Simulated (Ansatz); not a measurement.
System: CaC₆ (R-3m, No. 166, 7 atoms in the cell). Method: LDA (Ansatz, a first-principles code, plane waves, PAW).

Settings: plane-wave cutoff 520 eV, 16×16×16 k mesh, Fermi–Dirac smearing 0.05 eV, scalar-relativistic PAW data made under PBE.

Cell (relaxed at this level):

```xyz
7
Lattice="4.5292 -2.1501 -0.0358 4.5292 2.1501 -0.0358 3.5369 0.0000 3.5537" Properties=species:S:1:pos:R:3 pbc="T T T"
Ca     0.0000     0.0000     0.0000
C      6.2977     1.4333     1.7411
C      5.9669    -0.7166     2.9374
C      6.6284    -0.7166     0.5447
C      6.2977    -1.4333     1.7411
C      6.6284     0.7166     0.5447
C      5.9669     0.7166     2.9374
```

Question: Predict the bulk modulus and pressure derivative B′ of the bulk modulus.

Answer: 
- bulk modulus: 127 GPa
- pressure derivative B′ of the bulk modulus: 6.7

The run finds no gap.

Note: the relaxation could not lower the start's symmetry, so the cell can be a saddle point above a distorted one; the bulk modulus comes from volumes at which shape and atoms were relaxed.

Computed values are for the static lattice.

The result took about 23 core-minutes (a rough figure).
